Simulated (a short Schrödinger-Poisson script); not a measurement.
Structure: MOS inversion layer, HfO2 on p-type Si(111), at 300 K.

From the gate side: 6.5 nm HfO2; 860 nm Si, acceptors 2.5e17 cm⁻³.

The device is made up for the run: typed textbook-type constants, with dimensions and the other settings drawn at random. HfO2: permittivity 22, conduction-band edge (eV) 1.55, gap (eV) 5.7, electron mass (mₑ) 0.2. Si: permittivity 11.7, conduction-band edge (eV) 0, gap (eV) 1.124, Nv at 300 K (cm⁻³) 3.1e19.

Channel valleys (confinement mass, in-plane density-of-states mass, number): Δ6 0.258, 0.358, 6. At the gate the conduction-band edge of layer 1 lies 1.59 eV − eVg above the Fermi level of the channel; the field vanishes at the back. Gaps are held at their typed values at every temperature. Mesh 0.03 nm at interfaces.

Solved with a short Schrödinger-Poisson script written for these runs: 1D Poisson equation in equilibrium, electrons quantum, Hartree (BenDaniel-Duke, 12 states a valley, the channel's in-plane mass for all, wave functions ending at the dielectric), parabolic valleys, classical holes, full ionisation, no traps, pinning or gate leakage.

```tsv
Vg (V)	electrons (cm⁻²)	C (μF/cm²)	Δ6 E0 (meV from the Fermi level)
0	2.88e9	0.164	234.0
0.05	1.60e10	0.225	189.5
0.1	7.76e10	0.471	148.6
0.15	2.62e11	0.906	117.0
0.2	5.86e11	1.26	95.9
0.25	1.01e12	1.48	81.6
0.3	1.48e12	1.61	71.2
0.35	2.00e12	1.71	63.1
0.4	2.54e12	1.78	56.5
0.45	3.11e12	1.84	51.0
0.5	3.69e12	1.88	46.2
0.55	4.28e12	1.92	41.9
0.6	4.88e12	1.96	38.1
0.65	5.50e12	1.98	34.6
0.7	6.12e12	2.01	31.5
0.75	6.75e12	2.03	28.5
0.8	7.39e12	2.05	25.8
0.85	8.03e12	2.07	23.2
```

Gate voltages with under 1e9 electrons/cm² are left out.

Question: At Vg = 0.85 V the lowest Δ6 subband lies at 23.2 meV from the Fermi level. How many electrons does it hold, and what share of all?

Answer: The two-dimensional density of states is g m/(πħ²) = 8.97e11 cm⁻² meV⁻¹ (both spins), kT = 25.9 meV, so n = D kT ln(1 + exp(−E/kT)) = 7.92e12 cm⁻², 0.99 of the 8.03e12 cm⁻² in all.

Question: Compare the slope of the sheet density between 0.75 and 0.85 V with the geometric capacitance of the layers between gate and channel.

Answer: q Δn/ΔV = 2.05 μF/cm²; ε0/Σ(t/ε) = 3.00 μF/cm². The ratio is 0.68: the channel acts as a further capacitance in series.
